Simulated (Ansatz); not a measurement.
An Ansatz (a quantum-chemistry and plane-wave program) run: C with a change (isotropic strain −5.16 %); plane-wave PAW DFT at the PBE-D3(BJ) level (Ansatz, 420 eV), scalar-relativistic without spin-orbit coupling, earlier PAW set.

Input:

Ansatz 0.2 input:
```yaml
crystal:
  lattice:
    - [2.3377856706, 0, 0]
    - [-1.1688928353, 2.0245817793, 0]
    - [0, 0, 6.381651788]
  atoms:
    - { symbol: C, position: [0, 0, 0.25] }
    - { symbol: C, position: [0, 0, 0.75] }
    - { symbol: C, position: [0.3333333333, 0.6666666667, 0.25] }
    - { symbol: C, position: [0.6666666667, 0.3333333333, 0.75] }
basis: { ecutwfc: 420, ecutrho_ratio: 4, xc_grid: 2, fft_grid_basis: typed }
kpoints: { mp_grid: { grid: [15, 15, 5] } }
hamiltonian:
  xc: pbe
  dispersion: d3bj
  pseudopotentials: { azcp: { folder: ./paw }, kind: paw }
scf: { occupations: { method: fermi_dirac, width: 0.05 }, convergence: { dr2_threshold: 0.0000000004 } }
relax: { f_tol: 0.005, max_steps: 50 }
output: { forces: true, stress: true }
checkpoint: { write: state.ck, write_every: 1000 }
```

Output (explanatory and most iteration lines left out):

```
Relaxation: its limit of steps is 50 (relax.max_steps)
Pseudopotential: C, paw, valence charge 4
Crystal: 4 atoms, lattice volume = 30.205 Å³
Basis set: ecut = 420 eV, 573 PW (Γ), exchange–correlation on 32×32×90 points (8 copies of the dense FFT grid, shifted against one another)
Bands: 12, of which v1, the nominal top of the filled ones, is band 8 counted from 1 (7 counted from 0)
Symmetry: 24 space group operations
Space group: P63/mmc (ITA 194), of the structure as read, at distance tolerance 3.1e-5 Å
k-points: 81 of 1125
Functional: x = pbe(κ = 0.804, μ = 0.2195149727645171), c = pbe(β = 0.06672455060314922)
SCF iter   1: F=—  HF=-1006.784112 eV  |F-HF|=—  |Δ(HF+E_count)|=         —  Δρ=1.69e-1  dr2=7.52e0  ethr=3.10e-3  ⟨swp⟩=5.6  Hψ=5649  notcnv=0
SCF iter   2: F=—  HF=-1004.851893 eV  |F-HF|=—  |Δ(HF+E_count)|=    1.93e0  Δρ=9.94e-2  dr2=3.13e0  ethr=3.10e-3  ⟨swp⟩=2.3  Hψ=2486  notcnv=0
SCF 1 converged in 8 iterations: F = -1003.442010 eV  dr2 = 6.75e-11
relax step   1: F+E_penalty+E_count = -1003.44200992 eV  Δ(F+E_penalty+E_count) = +0.000e0 eV  max|allowed force component| = 5.736e-16 eV/Å  Δτ_max = 0.0000 Å  (8 SCF iters, accepted)
SCF converged after 8 iterations
Free energy (F): -1003.442010 eV
Internal energy: -1003.440779 eV  (E = F + TS)
E sigma→0 (E₀):  -1003.441395 eV
Entropy (-TS):   -0.001231 eV (-0.308 meV/atom)
Fermi energy:    8.846003 eV
  E_disp       = -0.617460  (pairwise vdW)
--- Forces (eV/Å), atoms counted from 1 ---
  atom   1  C      0.00000000    -0.00000000    -0.00000000
  atom   2  C     -0.00000000     0.00000000     0.00000000
  atom   3  C      0.00000000     0.00000000     0.00000000
  atom   4  C      0.00000000    -0.00000000    -0.00000000
--- Stress (GPa, compression-positive) ---
       90.352214      -0.000000      -0.000000
       -0.000000      90.352214      -0.000000
       -0.000000      -0.000000       2.464017
  P = ⅓ Tr σ = 61.0561 GPa (610.561 kbar)
--- Relaxed structure (1 steps of the walk, 1 accepted, 0 SCFs on fresh bases) ---
  atoms:
    - { symbol: C, position: [0.0, 0.0, 0.25000000000000006] }
    - { symbol: C, position: [0.0, 0.0, 0.7500000000000002] }
    - { symbol: C, position: [0.33333333333333337, 0.6666666666666669, 0.25000000000000006] }
    - { symbol: C, position: [0.6666666666666667, 0.33333333333333337, 0.7500000000000002] }
```

The mesh was chosen for an insulator and is coarse for the gapless case. Whether these cells are dynamically stable was not tested. The cell was made from C in the graphite type structure (space group P6_3/mmc, No. 194; layered, stacked along the Cartesian z axis) by this change: isotropic strain −5.16 %.
